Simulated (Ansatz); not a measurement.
No gap correction and no spin-orbit coupling; mid-gap values are interpolated between computed energies.

A. CdS (P6_3mc, wurtzite, 4 atoms a cell, 25.5 Å³ an atom), along the normal of (110)
B. ZnS (P6_3mc, wurtzite, 4 atoms a cell, 19.6 Å³ an atom), along the normal of (110)
C. NaCl (Fm-3m, rock salt, 2 atoms a cell, 21.8 Å³ an atom), along the normal of (111)

Rank these by mid-gap decay constant of the slowest evanescent state (lowest first), as r2SCAN (Ansatz, a first-principles code) gives it.

A (0.13 1/Å), B (0.19 1/Å), C (0.40 1/Å)
